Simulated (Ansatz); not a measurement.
Checking a run of Ansatz (a first-principles code) on CoSn (P6/mmm, 6 atoms in the cell). The aim is a self-consistent single point with DFT, PBE, plane waves, default PAW files.

Cell that was meant: a = 5.3247 Å, b = 5.3247 Å, c = 4.2504 Å, α = 90.00°, β = 90.00°, γ = 120.00°.

Part of the input:

Ansatz 0.2 input:
```yaml
  pseudopotentials: { kind: paw }
scf:
  occupations: { method: gaussian, width: 0.01 Ry }
  max_iter: 40
  convergence: { dr2_threshold: 1.0e-22 eV }
output:
  forces: true
  eigenvalues: true
```

The program printed (abridged):

```
   [... lines left out ...]
Symmetry: 24 space group operations
Space group: P6/mmm (ITA 191), of the structure as read, at distance tolerance 4.7e-5 Å
k-points: 28 of 216
Initial density: superposition of atomic densities (neutral atoms: chi_scale 0, normalization atom), corrected by the library's trained network
Initial wavefunctions: pseudopotential atomic-orbital guess
Eigensolver: davidson
Functional: x = pbe(κ = 0.804, μ = 0.2195149727645171), c = pbe(β = 0.06672455060314922)
SCF iter   1: F=—  HF=-33451.598395 eV  |F-HF|=—  |Δ(HF+E_count)|=         —  Δρ=9.72e-3  dr2=8.99e-2  ethr=1.77e-3  ⟨swp⟩=7.1  Hψ=6128  notcnv=0  defer=3
all-band conjugate gradients solve this SCF's bands
preconditioner: auto → LDOS
SCF iter   2: F=—  HF=-33451.605102 eV  |F-HF|=—  |Δ(HF+E_count)|=   6.71e-3  Δρ=1.46e-2  dr2=1.45e-1  ethr=9.67e-5  ⟨swp⟩=2.0  Hψ=2424  notcnv=0  defer=34
   [... lines left out ...]
SCF iter  19: F=—  HF=-33451.587761 eV  |F-HF|=—  |Δ(HF+E_count)|=  7.28e-12  Δρ=1.38e-12  dr2=2.18e-21  ethr=9.19e-19 (applied; sched 1.00e-12)  ⟨swp⟩=1.0  Hψ=1511  notcnv=0  defer=57
SCF iter  20: F=—  HF=-33451.587761 eV  |F-HF|=—  |Δ(HF+E_count)|=  7.28e-12  Δρ=7.86e-13  dr2=4.66e-22  ethr=9.19e-19 (applied; sched 1.00e-12)  ⟨swp⟩=1.0  Hψ=1511  notcnv=0  defer=57
SCF iter  21: F=-33451.587761 eV  HF=-33451.587761 eV  |F-HF|=0.00e0  |Δ(HF+E_count)|=    0.00e0  Δρ=2.41e-13  dr2=5.60e-23  ethr=1.00e-12  ⟨swp⟩=5.9  Hψ=2925  notcnv=0
SCF 1 converged in 21 iterations: F = -33451.587761 eV  dr2 = 5.60e-23
Free energy (F): -33451.587761 eV
Internal energy: -33451.542763 eV  (E = F + TS)
E sigma→0 (E₀):  -33451.565262 eV
Entropy (-TS):   -0.044998 eV (-7.500 meV/atom)
Fermi energy:    14.329954 eV
--- Forces (eV/Å), atoms counted from 1 ---
  atom   1  Co     0.00000000     0.00000000     0.00000000
   [... zero for the other atoms too ...]
--- Stress (GPa, compression-positive) ---
       -1.988667      -0.000000       0.000000
       -0.000000      -1.988667       0.000000
        0.000000       0.000000      -1.379461
  P = ⅓ Tr σ = -1.7856 GPa (-17.856 kbar)
  The stress holds the Pulay correction. Without it, at fixed plane waves, as pw.x and ABINIT print it: P = -1.8828 GPa
```

Q: Is this run sound? If not, what is wrong?

A: The results can be used. The input holds a threshold far tighter than needed, beside a limit on iterations, which can do harm: each further decade of the residual costs iterations, and near the noise of double precision and of the grids the loop may never get there. Here it did none. The run converged in 21 iterations, and against the sound input the free energy stays essentially unchanged (within 1 meV/atom) and the pressure stays at -1.79 GPa. It cost iterations: the sound input took 8.

An input that runs soundly differs in these lines (not the only fix; some lines may just follow from the change or write a value another way):
```diff
-  max_iter: 40
-  convergence: { dr2_threshold: 1.0e-22 eV }
```

With that input, the run converged in 8 iterations: free energy E − TS (on the zero of these files) -33451.5878 eV; Fermi level (on the code's own zero) 14.33 eV; pressure -1.79 GPa (DFT, PBE, plane waves, default PAW files).

On the sound input: the starting cell comes from a database of computed structures (which also holds hypothetical and non-ambient phases and stackings), without a prior relaxation at this level. Its lattice was rescaled by a random factor within 2.5 % of one. Spin polarisation is off. Ansatz's pressure includes its estimate of the finite-basis (Pulay) stress.
